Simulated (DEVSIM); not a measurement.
Structure: Au/La2O3/p-Si capacitor, at 250 K.

Layer 1 from the left is La2O3, thickness (nm) 8.40. Layer 2 from the left is Si, thickness (nm) 620, Na (cm⁻³) 4.4e16.

Metal gate on the left, work function 5.1 eV. Fixed charge at the semiconductor interface 1.2e12 cm⁻² (in units of +e); no interface traps.

The device is made up for the run: typed textbook-type constants, with dimensions and the other settings drawn at random. Values at 300 K; Nc and Nv go as T^1.5, mobilities as T to minus their exponent, the gap by Varshni's rule with the affinity fixed.

La2O3: gap (eV) 5.8, affinity (eV) 1.8, permittivity 27. Si: gap (eV) 1.124, affinity (eV) 4.05, permittivity 11.7, Nc (cm⁻³) 2.86e19, Nv (cm⁻³) 3.1e19, Varshni α (eV/K) 0.000473, Varshni β (K) 636.

Question: Estimate by hand the flat-band voltage, the threshold voltage, and compare with a numerical solution.

Answer: 
- Flat-band voltage: C = 2.85 μF/cm², work-function difference 0.049 V; VFB = φms − qNf/C = -0.02 V; numerical -0.02 V.
- Threshold voltage: φF = 0.434 V, depletion charge √(4εqNφF) = 1.13e-7 C/cm²; VT = VFB + 2φF + Qd/C = 0.89 V; numerical 0.89 V.

DEVSIM, 1D Poisson equation in equilibrium, Boltzmann statistics, complete ionisation; no quantum confinement or tunnelling. Metal contacts follow the ideal Schottky-Mott rule: no Fermi-level pinning, no interface dipoles.
